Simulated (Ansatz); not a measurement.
Levels about the gap of amorphous IGZO (In₉Ga₉Zn₉O₃₆) (63 atoms in a cell of 808 Å³, 5.80 g/cm³; zone centre alone, so wide bands show as single levels with stretches between that a denser mesh fills), at the geometry that PBE relaxed, where it gives -0.6 GPa on a denser mesh. Exact exchange is cut at the faces of this small cell, which leaves a finite-size error. The participation number counts the atoms over which a state spreads; weights are charges in smoothed Voronoi cells. The levels come from a single point, so bond lengths are those of that geometry. Method of the levels: HSE06, scalar-relativistic without spin-orbit coupling (Ansatz, a quantum-chemistry and plane-wave program). Sampling: the zone centre alone; Fermi-Dirac width 0.02 eV; no spin polarisation.

A CHGNet melt-quench gave the starting glass, which DFT then relaxed. O atoms were pushed apart under 1.9 Å during the dynamics, to hinder bonds among them. The hot cell started wider than the set density and was brought back towards it in steps. It is the lowest in DFT energy of 2 quenches. It is a model cell: composition and starting density were chosen by hand, and all elements were melted together. No dispersion term was used. Its density started from a set value of 5.80 and ended at 5.80 g/cm³. The simulated quench (nominally 84 K/ps over its main leg) is rapid and tends to freeze in more defects than a deposited or slowly cooled glass has. A cell of this size samples the disorder only roughly. The volume was held where the preparation left it, at a PBE pressure of -0.6 GPa (tension). Stress components on the final sampling reach 3.7 GPa.

```json
[
 {"E - E(highest filled), eV": "-0.36", "filling": "filled", "participation number": "7.5", "largest on": "O, 3 neighbours", "weight O": "0.90", "weight In": "0.02", "weight Ga": "0.01", "weight Zn": "0.06"},
 {"E - E(highest filled), eV": "-0.31", "filling": "filled", "participation number": "15.6", "largest on": "O, 3 neighbours", "weight O": "0.83", "weight In": "0.02", "weight Ga": "0.01", "weight Zn": "0.14"},
 {"E - E(highest filled), eV": "-0.28", "filling": "filled", "participation number": "15.9", "largest on": "O, 3 neighbours", "weight O": "0.90", "weight In": "0.02", "weight Ga": "0.02", "weight Zn": "0.07"},
 {"E - E(highest filled), eV": "-0.22", "filling": "filled", "participation number": "15.0", "largest on": "O, 4 neighbours", "weight O": "0.85", "weight In": "0.02", "weight Ga": "0.01", "weight Zn": "0.12"},
 {"E - E(highest filled), eV": "-0.10", "filling": "filled", "participation number": "13.8", "largest on": "O, 4 neighbours", "weight O": "0.84", "weight In": "0.03", "weight Ga": "0.01", "weight Zn": "0.12"},
 {"E - E(highest filled), eV": "-0.05", "filling": "filled", "participation number": "15.7", "largest on": "O, 3 neighbours", "weight O": "0.85", "weight In": "0.02", "weight Ga": "0.01", "weight Zn": "0.12"},
 {"E - E(highest filled), eV": "0.00", "filling": "filled", "participation number": "12.5", "largest on": "O, 4 neighbours", "weight O": "0.84", "weight In": "0.02", "weight Ga": "0.01", "weight Zn": "0.14"},
 {"E - E(highest filled), eV": "2.37", "filling": "empty", "participation number": "57.1", "largest on": "In, 5 neighbours", "weight O": "0.49", "weight In": "0.24", "weight Ga": "0.12", "weight Zn": "0.14"},
 {"E - E(highest filled), eV": "5.23", "filling": "empty", "participation number": "29.6", "largest on": "In, 6 neighbours", "weight O": "0.54", "weight In": "0.31", "weight Ga": "0.08", "weight Zn": "0.07"},
 {"E - E(highest filled), eV": "5.35", "filling": "empty", "participation number": "34.6", "largest on": "In, 6 neighbours", "weight O": "0.56", "weight In": "0.30", "weight Ga": "0.07", "weight Zn": "0.07"},
 {"E - E(highest filled), eV": "5.47", "filling": "empty", "participation number": "29.1", "largest on": "In, 6 neighbours", "weight O": "0.56", "weight In": "0.32", "weight Ga": "0.05", "weight Zn": "0.06"},
 {"E - E(highest filled), eV": "5.59", "filling": "empty", "participation number": "32.9", "largest on": "In, 5 neighbours", "weight O": "0.57", "weight In": "0.27", "weight Ga": "0.05", "weight Zn": "0.10"},
 {"E - E(highest filled), eV": "5.88", "filling": "empty", "participation number": "37.5", "largest on": "In, 5 neighbours", "weight O": "0.57", "weight In": "0.21", "weight Ga": "0.11", "weight Zn": "0.11"},
 {"E - E(highest filled), eV": "5.93", "filling": "empty", "participation number": "45.5", "largest on": "Ga, 4 neighbours", "weight O": "0.57", "weight In": "0.17", "weight Ga": "0.17", "weight Zn": "0.09"}
]
```

Most localised among these is the filled level at -0.36 eV, on a O atom, which has 3 neighbours (Zn 1.99 Å, In 2.06 Å, In 2.15 Å).
